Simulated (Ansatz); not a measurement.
The slab is Si(111) 1x1 surface, 6 top atoms, 3 bilayers, bottom bilayer H-capped and fixed, every top atom capped by H; cell 11.5 x 6.6 Å; two neighbouring H replaced by OH; about 7 Å thick over the host's atoms, 18 atoms held. These are PBE-D3(BJ) (plane waves to 420 eV, PAW; Ansatz, an electronic-structure program) values and carry that method's errors. k mesh 1 x 2 x 1. The slab states were run without spin polarisation. Results hold for this slab, coverage and mesh. All energies are electronic energies at 0 K, without vibrations. Each state was relaxed from one prepared geometry.

One H2O a cell is brought to the surface left by an earlier step (the surface fragment of SiCl4 exchanges a second ligand with a neighbouring O-H group), after HCl has left. Relaxed result near the molecule:

```
atom     x (Å)   y (Å)   z (Å)
------  ------  ------  ------
Si(1)    2.039   3.351   9.476
H(14)    0.021   6.783  11.050
Si(16)   5.643   3.356   9.469
H(29)    3.832  -0.119  10.911
H(45)   -1.952   3.271  11.084
O(46)    5.226   3.377  11.112
O(48)    2.469   3.358  11.130
Si(a0)   3.862   3.326  12.000
Cl(a2)   3.828   4.911  13.288
Cl(a3)   3.868   1.643  13.149
O(c0)    0.053   4.304  12.525
H(c1)    0.264   4.988  13.179
H(c2)    0.924   3.967  12.245
```

Q: What is the adsorption energy against the free H2O and the slab before, and how much of it is dispersion?

A: -0.27 eV (negative: bound); the D3 term gives -0.15 eV of it. Its closest contacts to the rest of the cell: H(c2)...O(48) 2.00 Å, O(c0)...H(45) 2.68 Å, H(c1)...H(14) 2.80 Å.
